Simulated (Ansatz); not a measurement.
# MgIn2O4 (model structure, started from the defect chalcopyrite type, I-4, No. 82, 7 atoms in the cell)

Method: PBEsol (plane waves, PAW; Ansatz, a first-principles code).

Numerical settings: plane-wave cutoff 500 eV, 12×12×12 k mesh, Fermi–Dirac smearing 0.05 eV, scalar-relativistic PAW data made under PBE.

Cell (relaxed at this level):

```yaml
crystal:
  lattice:
    - [-2.38531, 2.38531, 4.94828]
    - [2.38531, -2.38531, 4.94828]
    - [2.38531, 2.38531, -4.94828]
  atoms:
    - { symbol: In, position: [0.50000, 0.50000, 0.00000] }
    - { symbol: In, position: [0.25000, 0.75000, 0.50000] }
    - { symbol: Mg, position: [0.00000, 0.00000, 0.00000] }
    - { symbol: O, position: [0.32916, 0.84544, 0.95283] }
    - { symbol: O, position: [0.89261, 0.37633, 0.04717] }
    - { symbol: O, position: [0.15456, 0.10739, 0.48371] }
    - { symbol: O, position: [0.62367, 0.67084, 0.51629] }
```

| Quantity | Result |
|---|---|
| band gap | 1.40 eV (on the SCF k mesh) |

Note: the relaxation could raise the start's symmetry but not lower it, so the cell can be a saddle point.

Spin–orbit coupling is not included.

It cost around 22 core-minutes (rough) of CPU time.

A model structure was made by putting elements into a prototype or built by hand; it is no filed structure, need not be a known phase, and can be a saddle point held by its symmetry.
